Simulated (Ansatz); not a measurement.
## BeS in the zinc blende structure (space group F-43m, No. 216)

Space group F-43m (No. 216); a = 4.8760 Å, b = 4.8760 Å, c = 4.8760 Å, α = 90.00°, β = 90.00°, γ = 90.00°

```csv
atom,site,symmetry,x,y,z
S,4c,-43m,0.2500,0.2500,0.2500
Be,4a,-43m,0.0000,0.0000,0.0000
```
(The calculation used a cell of 2 atoms; values per cell refer to that cell.)

Computed with PBE (Ansatz, a program for electronic structure; PAW; 420 eV plane waves; no SOC). k-mesh 12×12×12 (Γ-centred); smearing 0.05 eV (Fermi–Dirac).

| Item | Value |
|---|---|
| Volume per atom | 14.49 Å³ |
| Density | 2.35 g/cm³ |
| Band gap | 3.15 eV, indirect, Γ → X |
| Electron mass | 0.84 mₑ along k, 0.29 mₑ across |
| Hole mass (degenerate bands, along [100]) | 0.34, 0.57, 0.57 mₑ |
| Lowest conduction-band minima above the VBM | X along ⟨100⟩ 3.15 eV |
| Total energy | -498.483 eV/atom (σ→0; compares only within this code and set-up) |

Effective masses come from finite differences of ±0.01 Å⁻¹. Along k means along the line from Γ to the band edge. Whether these cells are dynamically stable was not tested.
